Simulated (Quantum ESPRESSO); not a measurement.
Quantum ESPRESSO 7.5, DFT, PBE, plane waves, PseudoDojo 0.5 standard norm-conserving PBE (local tails restored to the Coulomb form): cubic fluorite ZrO2 (Zr2O4), 6 atoms. Basis and mesh were picked for this test and aren't claimed converged.

| Quantity | Value |
|---|---|
| cell | 7.20, 3.60, 3.60 Å; 60, 60, 60° |
| task | scf |
| k mesh | 7×7×7 |
| ecutwfc | 84 Ry |
| ecutrho | 336 Ry |
| occupations | fixed |
| conv_thr | 6e-09 Ry |
| tprnfor | true |
| tstress | false |
| k-point pools (-nk) | 8 |
| diagonalization | david (default) |
| k-points computed | 44 |
| bands | 24 |
| electrons | 48 |
| G-vectors of the density | 46313 |
| FFT grid | 80×40×40 |
| symmetry operations | 12 |

Settings of this run: mixing_mode = TF, mixing_beta = 0.1, mixing_ndim = 8; 8 ranks.

```tsv
SCF iteration	band solver's avg # of iterations (first pass)	estimated scf accuracy (Ry)
1	2.0	2.26740563
2	1.0	1.72072135
3	3.2	0.10018940
4	3.9	0.06360001
5	4.4	0.32899385
6	5.8	0.26590246
7	4.0	0.60891284
8	5.0	0.04299695
9	1.4	0.03121559
10	4.1	0.00115981
11	5.0	0.00766611
12	1.0	0.00762811
13	5.8	0.00289345
14	4.0	0.00000040
15	9.0	0.00002266
16	3.0	0.00002456
17	2.4	0.00001954
18	5.1	0.00003586
19	6.3	0.00000590
20	2.0	0.00000691
21	4.5	0.00000226
22	1.0	0.00000191
23	1.0	0.00000166
24	4.0	0.00000036
25	3.7	0.00000002
26	4.5	5.3E-09
```

It converged after 26 SCF iterations.

Question: Which change of one setting makes this cycle converge in far fewer steps?

Answer: Several could match; the one computed here: mixing_beta = 0.4 (14 SCF iterations) or mixing_beta = 1 (14 SCF iterations), all else kept. The other changes of this size gave: mixing_beta = 0.7 (15); mixing_mode = plain (19); mixing_beta = 0.2 (24); mixing_mode = local-TF (29). The first change moves the result by: energy equal as printed. Counts are of single runs.
